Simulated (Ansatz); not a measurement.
Start from MgS in the rock salt structure (space group Fm-3m, No. 225; a = 5.2030 Å). Axes: x, y, z lie along the cube axes.

The values are results of Kohn–Sham DFT with the r2SCAN functional, run in Ansatz (a quantum-chemistry and plane-wave program) with PAW and 500 eV plane waves, no spin-orbit coupling, not measurements.

Strains are applied to the cell and any free atomic positions relax.

One change was made to it. Results:

The band gap shrinks by 0.10 eV (3.46 eV → 3.36 eV); the energy increases by 1.8 meV/atom; the valence-band top at Γ (three highest levels, from the VBM) goes from 0.00, 0.00, 0.00 eV to 0.00, -0.06, -0.06 eV.

Problem. Which of these changes matches the shifts?
(A) uniaxial strain ε_zz = +3.00 %
(B) uniaxial strain ε_zz = +2.00 %
(C) uniaxial strain ε_zz = +1.50 %

Solution. C, uniaxial strain ε_zz = +1.50 %. For comparison, the energy relative to the base in the other runs: uniaxial strain ε_zz = +2.00 % gives +3.1 meV/atom; uniaxial strain ε_zz = +3.00 % gives +6.6 meV/atom.

No phonon test of stability was made.
